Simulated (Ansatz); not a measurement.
The starting structures come from a database of crystals and need not be the phases stable at ambient conditions.

By PBEsol, the system below comes out a metal.

Without scattering a metal conducts by its projected Fermi surface.

Consider the following.

```yaml
crystal:
  lattice:
    - [3.17643, 0.00000, 0.00000]
    - [-1.05881, 2.99477, 0.00000]
    - [1.05881, 1.49738, 2.59354]
  atoms:
    - { symbol: Sb, position: [0.00000, 0.00000, 0.00000] }
```

Space group of this cell: Im-3m, bcc (W type). The cell is strained (all lengths scaled by 0.98); by PBEsol its mean pressure is 4.0 GPa.

The current flows along the normal of the first two printed cell vectors, the (110) plane of the conventional cell. No spin-orbit coupling; the value is a mean over 0.1 eV about the Fermi level.

State the ballistic conductance per area according to PBEsol (Ansatz, a program for electronic structure).

1.4 × 10¹⁵ S/m² for both spins.
